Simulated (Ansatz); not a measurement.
Method: PBE (plane waves to 420 eV, PAW; Ansatz, an electronic-structure program).

Host crystal: wurtzite AlN, with a band gap (PBE, scalar-relativistic without spin-orbit coupling).

Planar average of the electrostatic potential across the slab, in eV from the highest filled level, for O on the 1x1 (10-10) surface of wurtzite AlN (cut with top plane Al + N), one in a 1x1 cell, started at the site 'hollow Al-Al-N-N':

(z (Å), V (eV)): (5.34, 4.28); (5.64, 4.28); (5.94, 4.28); (6.23, 4.28); (6.53, 4.28); (6.83, 4.28); (7.12, 4.27); (7.42, 4.25); (7.72, 4.21); (8.02, 4.12); (8.31, 3.91); (8.61, 3.44); (8.91, 2.37); (9.20, -0.44); (9.50, -4.96); (9.80, -8.07); (10.09, -9.23); (10.39, -9.50); (10.69, -8.66); (10.98, -5.35); (11.28, -1.58); (11.58, -0.31); (11.88, -2.26); (12.17, -5.57); (12.47, -7.84); (12.77, -8.69); (13.06, -8.71); (13.36, -7.78); (13.66, -5.34); (13.95, -2.12); (14.25, -0.60); (14.55, -2.12); (14.84, -5.26); (15.14, -7.59); (15.44, -8.56); (15.73, -8.63); (16.03, -7.77); (16.33, -5.58); (16.62, -2.46); (16.92, -0.66); (17.22, -1.85); (17.52, -5.10); (17.81, -7.87); (18.11, -9.49); (18.41, -9.54); (18.70, -7.95); (19.00, -4.96); (19.30, -1.48); (19.59, -0.36); (19.89, 0.13); (20.19, 1.65); (20.48, 4.13); (20.78, 5.97); (21.08, 6.37); (21.38, 6.51); (21.67, 6.55); (21.97, 6.57); (22.27, 6.57); (22.56, 6.57); (22.86, 6.57); (23.16, 6.57); (23.45, 6.57); (23.75, 6.57); (24.05, 6.57); (24.34, 6.57)

Slab: 17 atoms, 8.9 Å thick at the start under the adsorbate (thin: gaps and levels are the slab's own); k 6x4x1, smearing 0.01 eV, dipole-corrected; 8 atoms held, the rest relaxed; no symmetry held; spin-polarised, no spin-orbit, no U, no dispersion correction. The starting moment vanished. At the end it is bonded to Al + N. In PBE it is, or lies within 0.03 eV of, the lowest of the starts that converged.

### Question
The surface cell has an area of 15.71 Å². What dipole along the normal does the step between the two vacuum levels imply?

### Answer
the top vacuum level lies 2.29 eV above the bottom one; p = −ε₀ A ΔV (ε₀ = 0.005526 e/(V·Å)) gives -0.20 e·Å a cell.
